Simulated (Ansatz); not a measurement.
# Effect of biaxial strain −3.00 %, plane normal [001], relaxed out of plane on TiB2

The reference is TiB₂ (space group P6/mmm, No. 191; a = 2.994 Å, c = 3.160 Å). Axes: x lies along a and z along c of the hexagonal cell.

Perturbation: biaxial strain −3.00 %, plane normal [001], relaxed out of plane (Cartesian); in-plane vectors clamped, the third vector and the atoms free.

All numbers come from Kohn–Sham DFT with the LDA functional, run in Ansatz (an electronic-structure program) with PAW and 420 eV plane waves, no SOC. Settings: 13×13×10 k-points, 0.05 eV Fermi–Dirac smearing.

The volume per atom decreases by 0.37 Å³, from 8.18 Å³ to 7.81 Å³ and the shortest interatomic distance decreases by 0.052 Å (1.729 Å → 1.677 Å). The pressure (mean of the normal stresses, compression positive) goes from zero to 16.2 GPa and the band gap stays zero. The out-of-plane strain comes out as +1.50 % (rough) and the mean in-plane stress (compression positive) amounts to +24.3 GPa (rough).

Cost of the whole job for the changed cell (relaxation, final SCF and bands): around 10 core-seconds (rough).

The mesh was chosen for an insulator and is coarse for the gapless case. Without a gap, meshes like the base's 13×13×10 leave anisotropic stresses uncertain by several tenths of a GPa, and small strain energies with them. Whether these cells are dynamically stable was not tested. The final runs are not spin-polarised.
